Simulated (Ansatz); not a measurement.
# Pressure series in Mo

The reference is Mo in the bcc (W type) structure (space group Im-3m, No. 229; a = 3.1608 Å).

Cell and atoms are relaxed at each pressure.

Method: PBE, PAW, 420 eV (Ansatz, a quantum-chemistry and plane-wave program; no spin-orbit coupling), earlier PAW set.

Notes on the quantities. enthalpy: H = E + PV relative to the base's energy.

| change | shortest interatomic distance | enthalpy | density |
|---|---|---|---|
| base | 2.737 Å | – | 10.09 g/cm³ |
| pressure −2 GPa | 2.744 Å | -0.20 eV/atom | 10.01 g/cm³ |
| pressure −1 GPa | 2.741 Å | -0.10 eV/atom | 10.05 g/cm³ |
| pressure 1.8 GPa | 2.731 Å | +0.18 eV/atom | 10.16 g/cm³ |
| pressure 4.2 GPa | 2.723 Å | +0.41 eV/atom | 10.25 g/cm³ |
| pressure 9 GPa | 2.708 Å | +0.87 eV/atom | 10.42 g/cm³ |
| pressure 18 GPa | 2.682 Å | +1.72 eV/atom | 10.72 g/cm³ |
| pressure 30 GPa | 2.652 Å | +2.81 eV/atom | 11.09 g/cm³ |
| pressure 45 GPa | (withheld) | +4.13 eV/atom | (withheld) |
| pressure 60 GPa | 2.592 Å | +5.41 eV/atom | 11.89 g/cm³ |

Question: Fill in the withheld entries from the trend.

Answer: 
- pressure 45 GPa, shortest interatomic distance: 2.620 Å
- pressure 45 GPa, density: 11.50 g/cm³

Load acts through the strain it causes; cell and atoms are relaxed under it. Stability against distortions was not tested. Competing high-pressure phases were not computed. All final runs are without spin polarisation.
